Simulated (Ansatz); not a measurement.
A computed series for TiSi2: element substitutions

Consider TiSi₂ (space group Fddd, No. 70; a = 4.760 Å, b = 8.180 Å, c = 8.500 Å).

Each row replaces one element on all its sites; cell and atoms are relaxed.

Levels (all Ansatz, an electronic-structure program, PAW): PBEsol (420 eV, without spin-orbit coupling); r2SCAN (500 eV, without spin-orbit coupling).

Pressures by level, all at the geometries relaxed with PBEsol:

```tsv
case	PBEsol	r2SCAN
base	0.0 GPa	1.8 GPa
Si → Ni	0.0 GPa	[?]
Si → Mg	0.0 GPa	1.0 GPa
Si → Ge	0.0 GPa	[?]
```

Complete the table.


- Si → Ni, r2SCAN: 2.6 GPa
- Si → Ge, r2SCAN: 2.5 GPa

Single points use the geometry relaxed with PBEsol. Their cutoffs differ, which shifts pressures a little. Stability against distortions was not tested. As relaxed here, TiNi2 and Mg2Ti are hypothetical phases, not in the database extracts checked. Seeded moments were not kept for Si → Ni. The final runs are not spin-polarised. Mg2Ti has a high density of states at the Fermi level and may be magnetic at this level.
